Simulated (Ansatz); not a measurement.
The starting structures come from a database of crystals and need not be the phases stable at ambient conditions.

 Where the default PAW files enter, the runs use the earlier of Ansatz's two default sets.

The decay constant κ of evanescent states in the gap governs leakage through a thin film.

Here is the system:

```
LaH3O3
1.0
    3.83296     0.00000     0.00000
    0.00000     6.51528     0.00000
    0.00000    -3.25503     5.66365
La H O
2 6 6
Cartesian
  0.95824   4.88471   0.94792
  2.87472  -1.62447   4.71572
  0.95824   2.95280   3.63850
  2.87472   0.30744   2.02515
  0.95824   1.64523   1.25812
  2.87472   1.61502   4.40552
  0.95824   0.28145   3.58401
  2.87472   2.97880   2.07963
  0.95824   3.16590   4.58070
  2.87472   0.09435   1.08295
  0.95824   2.36631   0.61507
  2.87472   0.89394   5.04857
  0.95824  -0.63871   3.28939
  2.87472   3.89896   2.37426
```

Space group of this cell: P2_1/m. The cell is taken as given.

Transport runs along the normal of the first two printed cell vectors.

No gap correction and no spin-orbit coupling; mid-gap values are interpolated between computed energies.

Task: State the band gap and the smallest decay constant κ at mid-gap according to r2SCAN in Ansatz (a first-principles code).

Result: Gap 4.31 eV on a 8×6×6 mesh; κ = 0.422 1/Å, at the zone centre.
